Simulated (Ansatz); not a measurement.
Base system: AlN in the zinc blende structure (space group F-43m, No. 216; a = 4.4032 Å).

(Cell as relaxed with PBE.)

Levels (all Ansatz, a quantum-chemistry and plane-wave program, PAW): PBE (420 eV, scalar-relativistic without spin-orbit coupling); r2SCAN (500 eV, no spin-orbit coupling).

Each level relaxes its own structure.

| base | PBE | r2SCAN |
|---|---|---|
| volume per atom | 10.67 Å³ | 10.43 Å³ |
| lattice parameter a | 4.403 Å | 4.370 Å |
| band gap | 3.31 eV | 3.94 eV |

One thing is altered: a hydrostatic pressure of 7.5 GPa.

| quantity | PBE | r2SCAN |
|---|---|---|
| smallest direct gap | 4.29 eV | … |
| volume per atom | 10.29 Å³ | … |
| valley order (the lowest conduction-band minima on the path, energy above the VBM, named in the base's zone) | X along ⟨100⟩ 3.33 eV; Γ 4.29 eV | … |

Problem. What does r2SCAN give?

Solution. 
- smallest direct gap, r2SCAN: 5.16 eV
- volume per atom, r2SCAN: 10.09 Å³
- valley order (the lowest conduction-band minima on the path, energy above the VBM, named in the base's zone), r2SCAN: X along ⟨100⟩ 3.97 eV; Γ 5.16 eV

PBE's smallest direct gap lies 0.862 eV below r2SCAN's; PBE's volume per atom lies 0.20 Å³ above r2SCAN's (2.0 %); both order the valleys alike. Neither level is exact; r2SCAN is the comparison here, not a measurement.

Load acts through the strain it causes; cell and atoms are relaxed under it. No phonon test of stability was made. Tetrahedral semiconductors of this kind turn to denser phases somewhere between about 1 and 50 GPa; those were not computed, so compressed cells here can lie past the real transition. This is not the structure that AlN has at room temperature and ambient pressure.
